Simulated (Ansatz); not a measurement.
GaN under load (space group P6_3mc), Ansatz (a quantum-chemistry and plane-wave program) with PBE with spin-orbit coupling, rigid bands. Condition of this run: hydrostatic pressure of -4 GPa (compression positive) (the target of the relaxation). Band gap 1.78 eV, N_c = 1.77e18 cm⁻³ and N_v = 9.07e19 cm⁻³ at 300 K, conductivity masses along x (a = (3.21, 0.00, 0.00) Å; b = (-1.60, 2.78, 0.00) Å; c = (0.00, 0.00, 5.22) Å) of 0.178 mₑ (electrons) and 1.50 mₑ (holes). Take k_BT = 0.02585 eV.

**Question.** What thermal injection velocity √(2k_BT/πm) limits a ballistic channel along the direction named?

**Answer.** 1.28e7 cm/s for electrons and 4.39e6 cm/s for holes, a ratio of √(m_h/m_e) = 2.90, for dilute carriers.

**Question.** A film of it is 8 nm thick, with its normal along the direction named. Estimate the confinement energies in an infinite well.

**Answer.** ħ²π²/(2m t²) = 0.376 eV·nm²/(m/mₑ × t²) gives 33.0 meV for electrons and 3.92 meV for holes, so the gap would widen to about 1.82 eV. Finite barriers and nonparabolic bands lower this, and with several valleys or bands the heaviest mass along the normal sets the lowest level, not this average.

**Question.** Find the intrinsic carrier density and the intrinsic Fermi level.

**Answer.** n_i = √(N_c N_v) exp(−E_g/2k_BT) = 1.27e19 × exp(−34.43) = 1.4e4 cm⁻³. The level lies (k_BT/2) ln(N_v/N_c) = 51 meV from mid-gap (positive towards the conduction band). Each 0.1 eV added to the gap lowers n_i by a factor of 6.9.

Rigid bands with the computed gap; masses take one relaxation time for all states. Geometry: cell and atoms relaxed with PBEsol.
